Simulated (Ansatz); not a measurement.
Band-edge transport in semiconductors and insulators: compounds that share space group F-43m and stoichiometry, PBEsol with spin-orbit coupling, rigid bands (Ansatz, a first-principles code); geometry: cell and atoms relaxed with PBEsol.

```json
[
 {"Compound": "CdTe", "volume per atom (Å³)": "34.2", "band gap": "0.38 eV", "hole conductivity mass": "0.54 mₑ", "Seebeck coefficient, p-type 1e19 cm⁻³": "?"},
 {"Compound": "AlP", "volume per atom (Å³)": "20.5", "band gap": "1.43 eV", "hole conductivity mass": "0.68 mₑ", "Seebeck coefficient, p-type 1e19 cm⁻³": "?"},
 {"Compound": "BAs", "volume per atom (Å³)": "13.5", "band gap": "1.01 eV", "hole conductivity mass": "0.34 mₑ", "Seebeck coefficient, p-type 1e19 cm⁻³": "246 μV/K"},
 {"Compound": "BeS", "volume per atom (Å³)": "14.2", "band gap": "?", "hole conductivity mass": "0.76 mₑ", "Seebeck coefficient, p-type 1e19 cm⁻³": "368 μV/K"},
 {"Compound": "AgI", "volume per atom (Å³)": "33.5", "band gap": "0.97 eV", "hole conductivity mass": "?", "Seebeck coefficient, p-type 1e19 cm⁻³": "303 μV/K"},
 {"Compound": "GaAs", "volume per atom (Å³)": "22.6", "band gap": "0.32 eV", "hole conductivity mass": "0.41 mₑ", "Seebeck coefficient, p-type 1e19 cm⁻³": "241 μV/K"},
 {"Compound": "BP", "volume per atom (Å³)": "11.5", "band gap": "1.10 eV", "hole conductivity mass": "0.42 mₑ", "Seebeck coefficient, p-type 1e19 cm⁻³": "326 μV/K"}
]
```

Question: What belongs in the gaps?

Answer: 
- CdTe, Seebeck coefficient, p-type 1e19 cm⁻³: 265 μV/K
- AlP, Seebeck coefficient, p-type 1e19 cm⁻³: 399 μV/K
- BeS, band gap: 2.88 eV
- AgI, hole conductivity mass: 0.71 mₑ

Masses are for dilute carriers at 300 K, harmonic means over directions unless an axis is named. Seebeck coefficients are for the stated density at 300 K, with one relaxation time for all states and whether or not that doping can be reached.
